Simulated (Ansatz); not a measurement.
Adsorption energy and surface dipole of Cl on the 1x1 (110) surface of 3C silicon carbide (cut with top plane C + Si), one in a 2x2 cell, started at the site 'over C at depth 1.5 Å', worked from the runs' numbers; total energies count from the potentials' own zero.

Host crystal: 3C silicon carbide, with a band gap (PBE, scalar-relativistic without spin-orbit coupling).

These are PBE (plane waves to 420 eV, PAW; Ansatz, an electronic-structure program) values and carry that method's errors.

Slab: 49 atoms, 7.7 Å thick at the start under the adsorbate (thin: gaps and levels are the slab's own); k 3x3x1, smearing 0.01 eV, dipole-corrected; 24 atoms held, the rest relaxed; symmetry of the start imposed; spin-polarised, ending with about 1.0 μB a cell; orders that need a larger cell were not tried, no spin-orbit, no U, no dispersion correction. At the end it is bonded to Si. In PBE it is, or lies within 0.03 eV of, the lowest of the starts that converged.

| quantity | value |
|---|---|
| slab with the adsorbate | -22353.445 eV |
| clean slab, same cell and mesh | -21272.177 eV |
| reference, ½ Cl2(g) | -1079.444 eV |
| area of the cell | 54.26 Å² |
| change of the step from the bottom to the top vacuum level | 0.277 eV |

Problem. What is the adsorption energy against this reference?

Solution. E(slab + adsorbate) − E(slab) − E(reference) = -1.82 eV, so in this state the adsorbate is more stable than in the reference, at a coverage of 1.84 a nm².

Problem. What dipole does adsorption add to the slab along the outward normal (Helmholtz relation, ε₀ = 0.005526 e/(V·Å))?

Solution. p = −ε₀·A·ΔV = -0.083 e·Å = -0.40 D; its negative end points to the vacuum, which raises the vacuum level.
